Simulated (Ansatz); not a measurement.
Take Sn in the diamond structure (space group Fd-3m, No. 227; a = 6.5402 Å; relaxed with 0.1 eV smearing) as the base.

Level of theory: DFT with PBEsol, PAW potentials and a 420 eV plane-wave cutoff in Ansatz (a first-principles code), no spin-orbit coupling.

Base values:

```
Item        Value
--------  -------
Pressure  0.0 GPa
Band gap     zero
```

Modification: every lattice vector is shortened by 3.00 %; the atoms relax in the strained cell.

Question: What does the calculation give for the pressure, energy relative to the base and band gap after the change?

Answer: The pressure goes from zero to 4.7 GPa; the energy grows by 41 meV/atom; the band gap stays zero.

Stability against distortions was not tested.
